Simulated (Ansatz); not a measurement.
Here is the system:

```
GaP
1.0
    0.00000     2.74755     2.74755
    2.74755     0.00000     2.74755
    2.74755     2.74755     0.00000
Ga P
1 1
Direct
  0.00000   0.00000   0.00000
  0.25000   0.25000   0.25000
```

These are r2SCAN with spin-orbit coupling, rigid bands (plane waves, PAW; Ansatz, a quantum-chemistry and plane-wave program) values and carry that method's errors. Condition of this run: hydrostatic pressure -2 GPa (the target of the relaxation). How the cell was made: cell and atoms relaxed with r2SCAN, then loaded as said.

Problem. Predict the electron conductivity mass (n e² τ/σ) at 300 K, by direction if it differs.

Solution. 0.33 mₑ.

Problem. What conductivity effective mass do dilute holes have at 300 K?

Solution. 0.49 mₑ.

Problem. And the band gap?

Solution. 1.86 eV at this level; semilocal functionals usually fall short of the measured gap.

Rigid bands, one relaxation time for all states, no polarons.
